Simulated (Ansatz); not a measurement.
System: MgGaNO (model structure, started from the AlSiCN type, P3m1, No. 156, 4 atoms in the cell). Method: r²SCAN in Ansatz (PAW).

Run with plane-wave cutoff 560 eV, 12×12×8 k mesh (along the axes of the cell as run), Fermi–Dirac smearing 0.01 eV, scalar-relativistic PAW data made under PBE.

Cell (relaxed with PBEsol):

```yaml
crystal:
  lattice:
    - [3.23521, 0.00000, 0.00000]
    - [-1.61761, 2.80178, 0.00000]
    - [0.00000, 0.00000, 5.16346]
  atoms:
    - { symbol: Ga, position: [0.33333, 0.66667, 0.50680] }
    - { symbol: Mg, position: [0.66667, 0.33333, 0.00930] }
    - { symbol: O, position: [0.33333, 0.66667, 0.12874] }
    - { symbol: N, position: [0.66667, 0.33333, 0.60516] }
```

What does this level give for the band gap?


band gap: 2.59 eV (direct)

Note: the relaxation could raise the start's symmetry but not lower it, so the cell can be a saddle point; cell and atoms aren't relaxed at this level (largest force component 0.02 eV/Å, pressure -0.6 GPa).

Spin–orbit coupling is not included.

A model structure was made by putting elements into a prototype or built by hand; it is no filed structure, need not be a known phase, and can be a saddle point held by its symmetry.

Ansatz is a first-principles code.
